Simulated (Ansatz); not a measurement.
## Pb: stress against strain

Pb (fcc, Fm-3m, 30.031 Å³/atom at rest) under an equal strain ε in the (001) plane with the normal axis free, as in a coherent film. PBEsol in Ansatz, a plane-wave DFT program (PAW, default set), 420 eV, 23×23×23 Γ-centred mesh, Fermi-Dirac smearing 0.10 eV; ions are relaxed within the symmetry of each cell. Stress is positive for a compressed cell.

Here s stands for strain and y for stress xx.

| strain (%) | stress xx (GPa) |
|---|---|
| -3.00 | ? |
| -1.50 | 0.54 |
| -1.00 | 0.37 |
| -0.50 | 0.18 |
| 0.00 | -0.01 |
| 0.50 | -0.18 |
| 1.00 | -0.33 |
| 1.50 | -0.47 |

Q: Fit y against s with a straight line, and predict the withheld value at s = -3.00.

A: Means: s 0, y 0.014. About the means, the sum of products is -2.3950 and the sum of squares of s is 7.0000; the slope is their ratio. Least squares gives y = 0.014 - 0.3421·s. Residuals (row less fit): 0.013, 0.014, -0.005, -0.024, -0.023, -0.002, 0.029; standard error 0.022 (degrees of freedom: 5). The slope gives the biaxial elastic modulus of this plane = 34 ± 0.8 GPa. At the withheld row, y = 0.014 - 0.3421 × (-3.0) = 1.040 GPa. The calculation gives 1.19 GPa, 0.150 GPa above the prediction (9.0 % of the range of y in the table). The row lies outside the fitted rows, so this is an extrapolation. From the scatter of the fitted rows alone, a prediction at this place has a standard error of 0.034 GPa, so the miss is 4.4 times that.

One order more, fitted to all 13 runs of the series, follows each within 0.03, so the miss is the next term of a smooth law. In a metal these values are sensitive to mesh and smearing; energies are taken to zero smearing, stresses follow the free energy. Rows are the converged runs of the series near zero and its far end; series whose fitted rows scatter by over a few per cent of the range, as at a crossing or softening among them, aren't shown in this form. Most that stay on the fit to the last digits aren't either.
